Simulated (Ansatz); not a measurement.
Consider SnO2 in the rutile structure (space group P4_2/mnm, No. 136; a = 4.828 Å, c = 3.238 Å). Axes: x, y, z lie along a, b, c of the conventional cell.

Level of theory: Kohn–Sham DFT with the PBE functional, run in Ansatz (an electronic-structure program) with PAW and 420 eV plane waves, no spin-orbit coupling.

For the base:

The width of the top valence band comes out as 1.18 eV and the shortest interatomic distance comes out as 2.089 Å. The electron mass is 0.16 mₑ along c, 0.17 mₑ across (at Γ).

Modification: tensile biaxial strain of 3.00 % in the plane normal to [001], as in epitaxy on a mismatched substrate; the out-of-plane cell vector and the atoms relax.

Predict the new width of the top valence band, in-plane stress, shortest interatomic distance and electron mass.

The width of the top valence band drops by 0.05 eV to 1.13 eV; the mean in-plane stress (compression positive) comes out as -6.8 GPa; the shortest interatomic distance drops by 0.002 Å (2.089 Å → 2.087 Å); the electron mass becomes 0.16 mₑ out of plane, 0.17 mₑ in plane (at Γ) (base: 0.16 mₑ along c, 0.17 mₑ across (at Γ)).

The levels and masses belong to the bands next to the band gap. Masses are band curvatures over ±0.01 Å⁻¹ around the edge. No phonon test of stability was made.
